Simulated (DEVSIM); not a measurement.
Device: Schottky contact on p-type GaAs, at 300 K.

Layer 1 from the left is GaAs, thickness (μm) 13.0, Na (cm⁻³) 1.2e17, τn (s) 2.7e-9, τp (s) 2.7e-9.

Left contact: Schottky, work function 4.954 eV, emission velocity 7.2e6 cm/s. Right contact: ohmic. Voltage is applied to the left contact. Recombination: SRH at mid-gap, radiative, Auger. Mobility is constant in doping.

This is a model device: material constants are rounded textbook-type values typed into the input, and sizes, dopings and lifetimes were drawn at random. Values at 300 K.

GaAs: gap (eV) 1.424, affinity (eV) 4.07, permittivity 12.9, Nc (cm⁻³) 4.7e17, Nv (cm⁻³) 9e18, μn (cm²/Vs) 8500, μp (cm²/Vs) 400, B (cm³/s) 2e-10, Cn (cm⁶/s) 1e-30, Cp (cm⁶/s) 1e-30.

Model (solved in DEVSIM): 1D drift-diffusion, Boltzmann statistics, complete ionisation; no tunnelling, impact ionisation, image-force lowering or self-heating. Metal contacts follow the ideal Schottky-Mott rule: no Fermi-level pinning, no interface dipoles.

Dark forward current:

| |V| (V) | |J| (A/cm²) |
|---|---|
| 0.05 | 0.04443 |
| 0.10 | 0.3466 |
| 0.15 | 2.370 |
| 0.20 | 14.82 |
| 0.25 | 69.74 |
| 0.30 | 200.4 |
| 0.35 | 390.9 |
| 0.40 | 615.1 |
| 0.45 | 858.0 |
| 0.50 | 1112 |
| 0.55 | 1375 |
| 0.60 | 1642 |
| 0.65 | 1913 |
| 0.70 | 2188 |

Problem. Work out the local ideality factor n = ΔV / (kT/q · ln(J2/J1)) between the rows 0.15 and 0.20 V, 0.65 and 0.70 V.

Solution. kT/q = 25.85 mV. From 0.15 to 0.20 V: ln(14.82/2.370) = 1.833, n = 1.06, near the 1 of diffusion or emission over a barrier. From 0.65 to 0.70 V: ln(2188/1913) = 0.134, n = 14.40; the layers' resistance at their doping, Σ W/(qμN) = 0.00017 Ω cm², would take 46 mV of this step of 50 mV.

Problem. Estimate the current at 0.15 V for emission alone, J0 = q v N_band exp(−φB/kT), and read the barrier back from the simulated current.

Solution. φB = 0.540 eV, N_band = 9.00e18 cm⁻³, J0 = 0.00879 A/cm²; J = J0 (exp(qV/kT) − 1) = 2.90 A/cm². The simulation gives 2.37 A/cm²; the estimate lies 22 % above. Read backwards, the simulated current gives an apparent barrier of 0.545 eV. The estimate leaves out transport through the depletion region and minority injection.
